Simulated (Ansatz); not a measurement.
We consider spinel GeFe2O4, described by rVV10 (Ansatz, a program for electronic structure, PAW).

Run with plane-wave cutoff 520 eV, 12×12×12 k mesh, Fermi–Dirac smearing 0.05 eV, spin-polarised with parallel moments, scalar-relativistic PAW data made under PBE.

Cell (relaxed at this level):

```yaml
crystal:
  lattice:
    - [0.00000, 4.24406, 4.24406]
    - [4.24406, 0.00000, 4.24406]
    - [4.24406, 4.24406, 0.00000]
  atoms:
    - { symbol: Ge, position: [0.00000, 0.00000, 0.00000] }
    - { symbol: Ge, position: [0.25000, 0.25000, 0.25000] }
    - { symbol: Fe, position: [0.62500, 0.12500, 0.62500], spin: 4.0 }
    - { symbol: Fe, position: [0.12500, 0.62500, 0.62500], spin: 4.0 }
    - { symbol: Fe, position: [0.62500, 0.62500, 0.12500], spin: 4.0 }
    - { symbol: Fe, position: [0.62500, 0.62500, 0.62500], spin: 4.0 }
    - { symbol: O, position: [0.37359, 0.87923, 0.37359] }
    - { symbol: O, position: [0.37077, 0.87641, 0.87641] }
    - { symbol: O, position: [0.37359, 0.37359, 0.87923] }
    - { symbol: O, position: [0.87641, 0.37077, 0.87641] }
    - { symbol: O, position: [0.37359, 0.37359, 0.37359] }
    - { symbol: O, position: [0.87641, 0.87641, 0.87641] }
    - { symbol: O, position: [0.87923, 0.37359, 0.37359] }
    - { symbol: O, position: [0.87641, 0.87641, 0.37077] }
```

Task: Predict the bulk modulus and pressure derivative B′ of the bulk modulus.

Result: 
bulk modulus: 173 GPa
pressure derivative B′ of the bulk modulus: 4.5

Note: the magnetic order was assumed, not searched for or taken from measurement; functionals without U or exact exchange can leave correlated insulators metallic, so the missing gap need not be real.

Spins in the cell block are starting values.

The computed numbers hold no vibrational or temperature effects.

The result took very roughly 50 core-minutes.
